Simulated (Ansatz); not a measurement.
The parent structure is YSb in the zinc blende structure (space group F-43m, No. 216; a = 6.951 Å; a hypothetical phase, not in the database extracts checked).

(Cell as relaxed with PBE.)

Levels (all Ansatz, a quantum-chemistry and plane-wave program, PAW): PBE (420 eV, no spin-orbit coupling); r2SCAN (500 eV, no SOC).

Each level relaxes its own structure.

```csv
base,PBE,r2SCAN
volume per atom,41.99 Å³,41.72 Å³
lattice parameter a,13.136 bohr,13.108 bohr
band gap,1.46 eV,1.75 eV
```

Perturbation: cell and atoms relaxed at a pressure of 9 GPa.

```tsv
quantity	PBE	r2SCAN
electron mass	2.1 mₑ along k, 2.6 mₑ across (at X)	…
valley order (the lowest conduction-band minima on the path, energy above the VBM, named in the base's zone)	X along ⟨100⟩ 1.23 eV; a point along ⟨110⟩, about 0.5 Å⁻¹ from Γ 2.44 eV; a point along ⟨111⟩, about 0.3 Å⁻¹ from Γ 2.75 eV	…
lattice parameter a	12.401 bohr	…
```

Question: Given the PBE results, estimate those of r2SCAN.

Answer: 
- electron mass, r2SCAN: 1.7 mₑ along k, 2.6 mₑ across (at X)
- valley order (the lowest conduction-band minima on the path, energy above the VBM, named in the base's zone), r2SCAN: X along ⟨100⟩ 1.54 eV; a point along ⟨110⟩, about 0.5 Å⁻¹ from Γ 2.82 eV
- lattice parameter a, r2SCAN: 12.413 bohr

They order the valleys differently; PBE's lattice parameter a lies 0.0113 bohr below r2SCAN's (0.1 %). Neither level is exact; r2SCAN is the comparison here, not a measurement.

With Sb present, leaving out spin-orbit coupling can change the band edges. Load acts through the strain it causes; cell and atoms are relaxed under it. Masses are band curvatures over ±0.01 Å⁻¹ around the edge. Along k means along the line from Γ to the band edge. Whether these cells are dynamically stable was not tested. Competing high-pressure phases were not computed.
